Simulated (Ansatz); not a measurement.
The structure below was relaxed with PBEsol, PAW, 420 eV (Ansatz, a first-principles code; without spin-orbit coupling), at pressure 18 GPa.

```yaml
crystal:
  lattice:
    - [0.00000, 1.98672, 1.98672]
    - [1.98672, 0.00000, 1.98672]
    - [1.98672, 1.98672, 0.00000]
  atoms:
    - { symbol: Au, position: [0.00000, 0.00000, 0.00000] }
```

Problem. Find the space group and the Wyckoff positions.

Solution. Space group Fm-3m (No. 225); a = b = c = 3.9734 Å, α = β = γ = 90.00°

| atom | site | symmetry | x | y | z |
|---|---|---|---|---|---|
| Au | 4a | m-3m | 0.0000 | 0.0000 | 0.0000 |

Problem. Describe the coordination.

Solution. The crystal has 4 atoms in its conventional cell. Conventional cell: a = 3.9734 Å, b = 3.9734 Å, c = 3.9734 Å, α = 90.00°, β = 90.00°, γ = 90.00°. Au sees 12 Au at 2.810 Å (cuboctahedral). (Neighbours: up to the widest gap in distance over summed covalent radii, below 1.35, at either atom.)

Load acts through the strain it causes; cell and atoms are relaxed under it. No phonon test of stability was made. Competing high-pressure phases were not computed. The cell was made from Au in the fcc (Cu type) structure (space group Fm-3m, No. 225) by this change: pressure 18 GPa.
